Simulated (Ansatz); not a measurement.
Band structure of BN (P6_3/mmc, 8 atoms in the cell).

```yaml
crystal:
  lattice:
    - [2.27890, 0.00000, 0.00000]
    - [-1.13945, 1.97359, 0.00000]
    - [0.00000, 0.00000, 9.84242]
  atoms:
    - { symbol: B, position: [0.33333, 0.66667, 0.17100] }
    - { symbol: B, position: [0.66667, 0.33333, 0.67100] }
    - { symbol: B, position: [0.66667, 0.33333, 0.82900] }
    - { symbol: B, position: [0.33333, 0.66667, 0.32900] }
    - { symbol: N, position: [0.33333, 0.66667, 0.60160] }
    - { symbol: N, position: [0.66667, 0.33333, 0.10160] }
    - { symbol: N, position: [0.66667, 0.33333, 0.39840] }
    - { symbol: N, position: [0.33333, 0.66667, 0.89840] }
```

Level of theory: PBE (plane waves, PAW; Ansatz, a program for electronic structure).

Settings: basis.ecutwfc = 420 eV; kpoints.mp_grid.grid = 16 16 4; hamiltonian.xc = pbe; hamiltonian.pseudopotentials = {kind: paw} (the program's default PAW files); scf.occupations.method = fermi_dirac; scf.occupations.width = 0.136 eV; kpoints.band_path.npoints = 8.

The starting cell was generated: these elements placed on a structure prototype, without a prior relaxation; it need not be a known phase or ordering of this composition. Its lattice was rescaled by a random factor within 2.5 % of one. The run gives no clean gap (levels at the Fermi energy touch, overlap or are partly filled at this smearing), which alone does not show that the compound is a metal.

Levels in eV from the Fermi level, bands 13 to 20:
```csv
point,13,14,15,16,17,18,19,20
Γ,1.30,1.42,1.42,1.71,1.71,3.69,11.29,11.29
M,-2.25,-1.91,-1.61,-1.43,-1.06,-0.29,6.56,7.99
K,-2.74,-2.74,-1.42,-1.42,-0.47,-0.47,4.38,5.99
A,1.61,1.61,1.61,1.61,2.37,2.37,11.35,11.35
L,-1.77,-1.77,-1.62,-1.62,-0.72,-0.72,7.25,7.25
H,-2.30,-2.30,-2.07,-2.07,-0.22,-0.22,5.08,5.08
```

Bands cross the Fermi level along this path, so the cell is metallic at this level.

Keys are those of Ansatz 0.2.
